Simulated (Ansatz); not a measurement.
Pd: isotropic strain +2.50 %

Consider Pd in the fcc (Cu type) structure (space group Fm-3m, No. 225; a = 3.9104 Å; relaxed with 0.1 eV smearing).

It is then changed as follows: the cell is scaled by 1.0250 in all directions; the atoms relax in the strained cell.

Method: DFT with r2SCAN, PAW potentials and a 500 eV plane-wave cutoff in Ansatz (a program for electronic structure), no spin-orbit coupling. Γ-centred 29×29×29 mesh, Fermi–Dirac width 0.1 eV.

- Volume per atom: 16.10 Å³ (base 14.95 Å³)
- Space group: Fm-3m (No. 225) (base Fm-3m (No. 225))
- Shortest interatomic distance: 283.4 pm (base 276.5 pm)
- Energy relative to the base (free energy F): +43 meV/atom
- Pressure: -11.0 GPa (base 0.0 GPa)
- Band gap: zero (base zero)

Cost of the whole job for the changed cell (relaxation, final SCF and bands): around 40 core-seconds (rough).

No phonon test of stability was made. All final runs are without spin polarisation. Pd lies near a magnetic instability that expansion can trigger; it was not tested. Pd has a high density of states at the Fermi level and may be magnetic at this level.
